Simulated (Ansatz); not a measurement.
N vacancy in metastable zinc-blende AlN (start: the N site; 64-site cell, 2×2×2 shifted sampling), charge +1. Method: PBE, PAW (plane waves to 420 eV; Ansatz, an electronic-structure program).

```
Quantity                                               Value
--------------------------------------------  --------------
total energy of the defect cell               -29195.3031 eV
total energy of the perfect cell              -29574.7482 eV
μ(N) in N2 molecule in a box, atoms added −1    -384.0131 eV
Δμ(N), N-rich                                       0.000 eV
valence-band maximum on the cell's zero             6.722 eV
image correction with alignment                     0.116 eV
Fermi level above the maximum                        0.30 eV
```

Task: Work out the formation energy.

Result: E_f = E(defect) − E(perfect) − Σ n μ + q (E_VBM + E_F) + E_corr = 379.445 − (384.013) + (7.022) + (0.116) = 2.57 eV.
